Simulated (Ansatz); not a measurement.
## A computed series for Si: response to strain

Consider Si in the diamond structure (space group Fd-3m, No. 227).

```xyz
2
Lattice="0.0000 2.7010 2.7010 2.7010 0.0000 2.7010 2.7010 2.7010 0.0000" Properties=species:S:1:pos:R:3 pbc="T T T"
Si     0.0000     0.0000     0.0000
Si     1.3505     1.3505     1.3505
```

Cartesian axes are those of the cell as printed.

Strains are applied to the cell and any free atomic positions relax; under biaxial strain the out-of-plane vector relaxes too.

All numbers come from LDA (Ansatz, a quantum-chemistry and plane-wave program; PAW; 420 eV plane waves; no spin-orbit coupling).

Notes on the quantities. energy relative to the base: free energy F.

| biaxial strain, plane normal [111], relaxed out of plane (%) | energy relative to the base (meV/atom) |
|---|---|
| 0 | 0.0 |
| 0.42 | 0.5 |
| 0.83 | 1.9 |
| 1.25 | 4.2 |
| 1.67 | ? |
| 2.08 | 11.4 |
| 2.5 | 16.3 |

Problem. Fit ΔE = Aε² + Bε³ (ε in %) to the rows shown and predict the withheld row.

Solution. Least squares on the printed values gives A = 2.78 and B = -0.070 meV/atom (largest residual 0.0 meV/atom); this predicts 7.4 meV/atom, and the run gives 7.4 meV/atom, in agreement.

Whether these cells are dynamically stable was not tested.
